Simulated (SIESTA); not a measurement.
# Worked example: self-consistent single point of MnO (Fm-3m, 4 atoms in the cell) in SIESTA

Method: GGA PBE, numerical atomic orbitals DZP, PseudoDojo PBE standard norm-conserving potentials (rewritten from UPF to PSML) run with SIESTA.

This input was run:

```
# files in the folder: Mn.psml O.psml (PseudoDojo PBE standard)
SystemName  MnO
SystemLabel siesta

NumberOfAtoms                4
NumberOfSpecies              2
%block ChemicalSpeciesLabel
  1 25 Mn
  2 8 O
%endblock ChemicalSpeciesLabel
LatticeConstant              1.0 Bohr
%block LatticeVectors
     8.306480153    4.153240077    4.153240077
     4.153240077    8.306480153    4.153240077
     4.153240077    4.153240077    8.306480153
%endblock LatticeVectors
AtomicCoordinatesFormat      Ang
%block AtomicCoordinatesAndAtomicSpecies
     0.000000000    0.000000000    0.000000000  1
     4.395600000    4.395600000    4.395600000  1
     2.197800000    2.197800000    2.197800000  2
     6.593400000    6.593400000    6.593400000  2
%endblock AtomicCoordinatesAndAtomicSpecies

XC.functional                GGA
XC.authors                   PBE
PAO.BasisSize                DZP
PAO.EnergyShift              0.01 Ry
MeshCutoff                   350 Ry
%block kgrid.MonkhorstPack
    7   0   0  0.0
    0   7   0  0.0
    0   0   7  0.0
%endblock kgrid.MonkhorstPack
OccupationFunction           FD
ElectronicTemperature        116.05 K
Spin                         polarized
%block DM.InitSpin
  1 +5.00
  2 -5.00
  3 +0.00
  4 +0.00
%endblock DM.InitSpin

MaxSCFIterations             150
SCF.Mixer.Method             Broyden
SCF.Mixer.Weight             0.1
SCF.Mixer.History            8
SCF.DM.Tolerance             1.0E-04
Diag.ParallelOverK           true
WriteForces                  true
Charge.Mulliken              end
```

The program printed (abridged):

```
reinit: Reading from file input.fdf

reinit: System Name: MnO
reinit: System Label: siesta

NOTE on units for spin output:
{S} is the spin magnetic moment, in units of the Bohr magneton,
assuming a g-factor for the electron spin of exactly 2.
The spin magnetic moment is then numerically equal to the charge inbalance,
in units of electrons, between the spin-up and -down channels.

coor:   Atomic-coordinates input format  =     Cartesian coordinates
coor:                                          (in Angstroms)

siesta: Atomic coordinates (Bohr) and species
siesta:      0.00000   0.00000   0.00000  1        1
siesta:      8.30648   8.30648   8.30648  1        2
siesta:      4.15324   4.15324   4.15324  2        3
siesta:     12.45972  12.45972  12.45972  2        4

siesta: System type = bulk

initatomlists: Number of atoms, orbitals, and projectors:      4    64    62

siesta: ******************** Simulation parameters ****************************
redata: Spin configuration                          = collinear
redata: Time-Reversal Symmetry                      = T
redata: Number of Atomic Species                    =        2
redata: Mesh Cutoff                                 =   350.0000 Ry
redata: Net charge of the system                    =     0.0000 |e|
redata: Min. number of SCF Iter                     =        0
redata: Max. number of SCF Iter                     =      150
redata: SCF convergence failure will abort job
redata: SCF mix quantity                            = Hamiltonian
redata: Mix DM or H after convergence               =   F
redata: Recompute H after scf cycle                 =   F
redata: Mix DM in first SCF step                    =   T
redata: No kicks to SCF
redata: DM Mixing Weight for Kicks                  =     0.5000
redata: Require Harris convergence for SCF          =   F
redata: Harris energy tolerance for SCF             =     0.000100 eV
   [... lines left out ...]
diag: Used triangular part                          = Lower
diag: Absolute tolerance                            =  0.100E-15
diag: Orthogonalization factor                      =  0.100E-05
diag: Memory factor                                 =  1.0000

superc: Internal auxiliary supercell:     7 x     7 x     7  =     343
superc: Number of atoms, orbitals, and projectors:   1372  21952  21266

                        Single-point calculation

superc: Internal auxiliary supercell:     7 x     7 x     7  =     343
superc: Number of atoms, orbitals, and projectors:   1372  21952  21266

outcell: Unit cell vectors (Ang):
        4.395600    2.197800    2.197800
        2.197800    4.395600    2.197800
        2.197800    2.197800    4.395600

outcell: Cell vector modules (Ang)   :    5.383489    5.383489    5.383489
outcell: Cell angles (23,13,12) (deg):     33.5573     33.5573     33.5573
outcell: Cell volume (Ang**3)        :     42.4644
new_DM -- step:     1
Initializing Density Matrix...

Attempting to read DM from file... Failed...
DM filled with atomic data (user-defined):

InitMesh: MESH = 60 x 60 x 60 = 216000
InitMesh: Mesh cutoff (required, used) =   350.000   386.215 Ry

stepf: Fermi-Dirac step function
        iscf     Eharris(eV)        E_KS(eV)     FreeEng(eV)     dDmax    Ef(eV) dHmax(eV)
   scf:    1    -6806.432262    -6818.351349    -6818.351965  0.402376 -1.923211 10.657652
     spin moment: {S} , |S| = {        0.0        0.0    0.00000 }     0.00000
   scf:    2    -6826.772206    -6822.878936    -6822.879199  0.068864 -2.453013  7.369911
     spin moment: {S} , |S| = {        0.0        0.0    0.00000 }     0.00000
   scf:    3    -6827.188859    -6826.501247    -6826.501247  0.149003 -2.654902  0.982766
     spin moment: {S} , |S| = {        0.0        0.0    0.00000 }     0.00000
   scf:    4    -6826.105259    -6826.326499    -6826.326499  0.047539 -2.628701  2.068661
     spin moment: {S} , |S| = {        0.0        0.0    0.00000 }     0.00000
   scf:    5    -6826.685301    -6826.566978    -6826.566978  0.100132 -2.927997  0.215140
     spin moment: {S} , |S| = {        0.0        0.0    0.00000 }     0.00000
   scf:    6    -6826.569898    -6826.568639    -6826.568639  0.003006 -2.905120  0.136413
   [... lines left out ...]
   scf:    8    -6826.571454    -6826.571431    -6826.571431  0.000628 -2.913441  0.019214
     spin moment: {S} , |S| = {        0.0        0.0    0.00000 }     0.00000
   scf:    9    -6826.571438    -6826.571436    -6826.571436  0.000252 -2.911476  0.018421
     spin moment: {S} , |S| = {        0.0        0.0    0.00000 }     0.00000
   scf:   10    -6826.571450    -6826.571448    -6826.571448  0.000862 -2.919855  0.011321
     spin moment: {S} , |S| = {        0.0        0.0    0.00000 }     0.00000
   scf:   11    -6826.571463    -6826.571458    -6826.571458  0.000634 -2.917051  0.000527
     spin moment: {S} , |S| = {        0.0        0.0    0.00000 }     0.00000
   scf:   12    -6826.571458    -6826.571458    -6826.571458  0.000102 -2.916743  0.000179
     spin moment: {S} , |S| = {        0.0        0.0    0.00000 }     0.00000
   scf:   13    -6826.571458    -6826.571458    -6826.571458  0.000015 -2.916728  0.000194
     spin moment: {S} , |S| = {        0.0        0.0    0.00000 }     0.00000
SCF Convergence by DM+H criterion
max |DM_out - DM_in|         :     0.0000152741
max |H_out - H_in|      (eV) :     0.0001937987
SCF cycle converged after 13 iterations

Using DM_out to compute the final energy and forces

siesta: E_KS(eV) =            -6826.5715

siesta: E_KS - E_eggbox =     -6826.5715

siesta: Atomic forces (eV/Ang):
     1    0.000000    0.000000    0.000000
     2    0.000000    0.000000    0.000000
     3    0.000000    0.000000    0.000000
     4    0.000000    0.000000    0.000000
   Tot    0.000000    0.000000    0.000000
   Max    0.000000
   Res    0.000000    sqrt( Sum f_i^2 / 3N )
   Max    0.000000    constrained

Stress tensor Voigt[x,y,z,yz,xz,xy] (kbar):      -41.60      -41.60      -41.60       16.69       16.69       16.69
(Free)E + p*V (eV/cell)    -6825.4688
Target enthalpy (eV/cell)    -6826.5715

siesta: Program's energy decomposition (eV):
siesta: Ebs     =     -1173.895025
siesta: Eions   =      9334.698231
siesta: Ena     =       978.909287
siesta: Ekin    =      3275.394449
siesta: Enl     =      -556.535108
siesta: Eso     =         0.000000
siesta: Edftu   =         0.000000
siesta: DEna    =        39.860903
siesta: DUscf   =         1.577777
siesta: DUext   =         0.000000
siesta: Ex      =     -1165.826710
siesta: Ec      =       -65.253826
siesta: Exc     =     -1231.080536
siesta: Eharris =     -6826.571458
siesta: Etot    =     -6826.571458
siesta: FreeEng =     -6826.571458

siesta: Stress tensor (static) (eV/Ang**3):
siesta:    -0.025967    0.010415    0.010415
siesta:     0.010415   -0.025967    0.010415
siesta:     0.010415    0.010415   -0.025967

siesta: Cell volume =         42.464352 Ang**3

siesta: Pressure (static):
siesta:                Solid            Molecule  Units
siesta:           0.00028281          0.00028281  Ry/Bohr**3
siesta:           0.02596652          0.02596652  eV/Ang**3
siesta:          41.60295637         41.60295311  kBar

mulliken: Atomic and Orbital Populations:

mulliken: Spin UP

Species: Mn
Atom  Qatom  Qorb
               3s      4s      4s      3py     3pz     3px     4py     4pz
   [... lines left out ...]

mulliken: Qtot =       21.000

mulliken: Spin DOWN

Species: Mn
Atom  Qatom  Qorb
               3s      4s      4s      3py     3pz     3px     4py     4pz
               4px     3dxy    3dyz    3dz2    3dxz    3dx2-y2 3dxy    3dyz
               3dz2    3dxz    3dx2-y2
   1  4.861   1.007   0.416  -0.171   1.005   1.005   1.005   0.083   0.083
              0.083   0.043   0.043   0.131   0.043   0.131  -0.006  -0.006

             -0.013  -0.006  -0.013
   2  9.524   0.998   0.519  -0.210   1.005   1.005   1.005   0.113   0.113
              0.113   0.964   0.964   0.934   0.964   0.934   0.003   0.003

              0.048   0.003   0.048

Species: O
Atom  Qatom  Qorb
               2s      2s      2py     2pz     2px     2py     2pz     2px
               3Pdxy   3Pdyz   3Pdz2   3Pdxz   3Pdx2-y2
   3  3.307   0.870   0.008   0.883   0.883   0.883  -0.079  -0.079  -0.079
              0.004   0.004   0.003   0.004   0.003
   4  3.307   0.870   0.008   0.883   0.883   0.883  -0.079  -0.079  -0.079
              0.004   0.004   0.003   0.004   0.003

mulliken: Qtot =       21.000

Mulliken Atomic Populations:
Atom #   charge [q] valence [e]      Sz [e]  Species
     1     0.614632   14.385368    4.663303  Mn
     2     0.614632   14.385368   -4.663303  Mn
     3    -0.614632    6.614632   -0.000000  O
     4    -0.614632    6.614632    0.000000  O
 Total    -0.000000                0.000000
```

The run converged in 13 iterations.

The starting cell has typed, rounded lattice constants, without a prior relaxation at this level. Its lattice was rescaled by a random factor within 2.5 % of one. The magnetic order is the one reached from the typed start; others were not searched systematically. Values carry the incompleteness of an atom-centred basis. With a pressure of about 4 GPa the cell is away from its equilibrium volume at this level.

Cost on one core of a shared machine: roughly 50 s.
